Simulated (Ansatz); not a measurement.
The starting structures come from a database of crystals and need not be the phases stable at ambient conditions.

 Where the default PAW files enter, the runs use the earlier of Ansatz's two default sets.

Inside the gap of an insulator the Bloch states are evanescent, with a wavenumber k + iκ along the transport direction.

```
SnZnO3
1.0
    5.27145     0.00000     0.00000
   -2.63572     4.56521     0.00000
    2.63572     1.52174     4.66960
Zn Sn O
2 2 6
Cartesian
  0.00000   3.04347   0.45006
  5.27145   3.04347   4.21955
  2.63572   4.56521   2.10072
  2.63572   1.52174   2.56889
  1.87100   2.91921   1.19350
  3.40045   3.16774   3.47610
 -0.82788   4.72593   1.19350
  6.09933   1.36101   3.47610
  4.22833   1.48528   1.19350
  1.04311   4.60167   3.47610
```

Space group of this cell: R-3. The cell is strained (all lengths scaled by 0.98); by PBEsol its mean pressure is 3.7 GPa.

Transport runs along the normal of the first two printed cell vectors, the (001) plane of the conventional cell.

The gap is the functional's own, uncorrected, and κ follows it; spin-orbit coupling is left out. Mid-gap values are interpolated between the computed energies.

Task: Compute, with PBEsol run with Ansatz (a first-principles code), the band gap and the smallest decay constant κ at mid-gap.

Result: Gap 1.62 eV on a 8×8×8 mesh; κ = 0.162 1/Å, at the zone centre.
